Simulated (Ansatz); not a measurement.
B20 (FeSi-type) CoSi, treated with PBE-D3(BJ) (PAW; Ansatz, a program for electronic structure).

Settings: plane-wave cutoff 500 eV, 10×10×10 k mesh, Fermi–Dirac smearing 0.05 eV, no spin polarisation, scalar-relativistic PAW data made under PBE.

Computed at the level's own relaxed cell.

**Question.** Give the computed equilibrium volume per atom and lattice constant a.

**Answer.** 
- equilibrium volume per atom: 10.51 Å³/atom
- lattice constant a: 4.381 Å

Measured, for comparison: equilibrium volume per atom 10.97 Å³/atom, lattice constant a 4.444 Å (temperature not stated, not corrected to a static lattice; as tabulated in Wikipedia's data pages). Computed (rounded) less measured: equilibrium volume per atom -4.2 %, lattice constant a -1.4 %. A static lattice is as a rule a little smaller and stiffer than an uncorrected measurement, which narrows the difference in the lattice constant a and would widen misses of the other sign.
